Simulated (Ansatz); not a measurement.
The reference is ZnGeP2 in the chalcopyrite structure (space group I-42d, No. 122; a = 5.374 Å, c = 10.625 Å). Axes: x, y, z lie along a, b, c of the conventional cell.

Computed with LDA, PAW, 420 eV (Ansatz, an electronic-structure program; spin-orbit coupling left out).

Base values:

The band gap is 1.00 eV and the smallest direct gap is 1.18 eV.

One thing is altered: tensor shear ε_xz = +2.00 % (engineering shear γ = 0.0400); the atoms relax in the strained cell.

Problem. How does this affect the band gap, largest internal atomic displacement, smallest direct gap, energy relative to the base and stress?

Solution. The band gap shrinks by 0.267 eV to 0.74 eV; the largest internal atomic displacement comes out as 0.023 Å; the smallest direct gap shrinks by 0.15 eV, from 1.18 eV to 1.03 eV; the energy grows by 6.7 meV/atom; the stress (xx, yy, zz, yz, xz, xy; compression positive) amounts to (0.07, -0.02, 0.07, 0.00, -2.80, 0.00) GPa.

Stability against distortions was not tested.
